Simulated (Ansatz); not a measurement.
Consider PbO2 in the rutile structure (space group P4_2/mnm, No. 136; a = 4.998 Å, c = 3.411 Å).

Computed with PBEsol, PAW, 420 eV (Ansatz, a quantum-chemistry and plane-wave program; scalar-relativistic without spin-orbit coupling).

For the base:

| Quantity | Result |
|---|---|
| Pressure | 0.0 GPa |

The change: an isotropic linear strain of −0.60 %; the atoms relax in the strained cell.

Question: What happens to the pressure and energy relative to the base?

Answer: The pressure (mean of the normal stresses, compression positive) goes from zero to 2.6 GPa; the energy rises by 2.1 meV/atom.

Stability against distortions was not tested. All final runs are without spin polarisation. Gaps under 0.05 eV, about the width of the smearing, are given as zero.
